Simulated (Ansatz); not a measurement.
YGa (Cmcm, No. 63) was calculated with PBEsol (Ansatz, an electronic-structure program, plane waves, PAW).

Run with plane-wave cutoff 520 eV, 14×14×14 k mesh, Fermi–Dirac smearing 0.05 eV, scalar-relativistic PAW data made under PBE.

Cell (relaxed at this level):

```cif
data_Ga2Y2
_chemical_formula_sum 'Y2 Ga2'
_space_group_name_H-M_alt 'P 1'
_space_group_IT_number 1
_cell_length_a 5.80103
_cell_length_b 5.80103
_cell_length_c 4.01697
_cell_angle_alpha 90.000
_cell_angle_beta 90.000
_cell_angle_gamma 136.739
loop_
_space_group_symop_operation_xyz
  'x, y, z'
loop_
_atom_site_label
_atom_site_type_symbol
_atom_site_fract_x
_atom_site_fract_y
_atom_site_fract_z
_atom_site_occupancy
Y1 Y 0.85999 0.14001 0.75000 1
Y2 Y 0.14001 0.85999 0.25000 1
Ga1 Ga 0.57541 0.42459 0.75000 1
Ga2 Ga 0.42459 0.57541 0.25000 1
```

Q: Predict the bulk modulus.

A: 
bulk modulus: 73.2 GPa

The run finds no gap.

Note: the bulk modulus is −V dP/dV from two relaxed cells at ±2 % in volume.

Computed values are for the static lattice.
